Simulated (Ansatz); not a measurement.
# TiSi: pressure series

The parent structure is TiSi (space group Pnma, No. 62; a = 6.456 Å, b = 3.619 Å, c = 4.965 Å; a cell from a computed database, its experimental status unchecked).

Cell and atoms are relaxed at each pressure.

All numbers come from plane-wave PAW DFT at the PBEsol level (Ansatz, a quantum-chemistry and plane-wave program, 420 eV), no SOC.

| pressure (GPa) | volume per atom (Å³/atom) |
|---|---|
| -2 | 14.696 |
| -1 | 14.597 |
| 0 | 14.502 |
| 0.7 | 14.438 |
| 1.5 | 14.366 |
| 3 | 14.235 |
| 5 | ? |
| 7.5 | 13.876 |
| 10 | 13.694 |

### Question
Fit the third-order Birch–Murnaghan form P(V) = (3B₀/2)[(V₀/V)^(7/3) − (V₀/V)^(5/3)]·[1 + (3/4)(B₀′ − 4)((V₀/V)^(2/3) − 1)] (squares taken in P) to the rows shown and predict the withheld row.

### Answer
Least squares on the printed values gives V₀ = 14.502 Å³/atom, B₀ = 155 GPa, B₀′ = 4.0; this predicts 14.070 Å³/atom, and the run gives 14.070 Å³/atom, in agreement.

Load acts through the strain it causes; cell and atoms are relaxed under it. No phonon test of stability was made. Competing high-pressure phases were not computed. All final runs are without spin polarisation.
